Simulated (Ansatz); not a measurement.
System: 1T (CdI2-type) MgI₂. Method: LDA (plane waves, PAW; Ansatz, a program for electronic structure).

Numerical settings: plane-wave cutoff 500 eV, 12×12×6 k mesh (along the axes of the cell as run), gaussian smearing 0.02 eV, scalar-relativistic PAW data made under PBE.

Cell (relaxed at this level):

```cif
data_I2Mg
_chemical_formula_sum 'Mg1 I2'
_space_group_name_H-M_alt 'P-3m1'
_space_group_IT_number 164
_space_group_name_Hall '-P 3 2"'
_cell_length_a 4.07578
_cell_length_b 4.07578
_cell_length_c 6.69002
_cell_angle_alpha 90.000
_cell_angle_beta 90.000
_cell_angle_gamma 120.000
loop_
_atom_site_label
_atom_site_type_symbol
_atom_site_symmetry_multiplicity
_atom_site_Wyckoff_symbol
_atom_site_fract_x
_atom_site_fract_y
_atom_site_fract_z
_atom_site_occupancy
Mg1 Mg 1 a 0.00000 0.00000 0.00000 1
I1 I 2 d 0.33333 0.66667 0.24770 1
```

### Question
Predict the band gap.

### Answer

band gap: 3.33 eV (on the SCF k mesh)

Spin–orbit coupling is not included; with these elements it can move the gap by several tenths of an eV or more.

Static lattice: no zero-point or thermal effects.

Cost on a shared machine: around 70 core-seconds (rough).
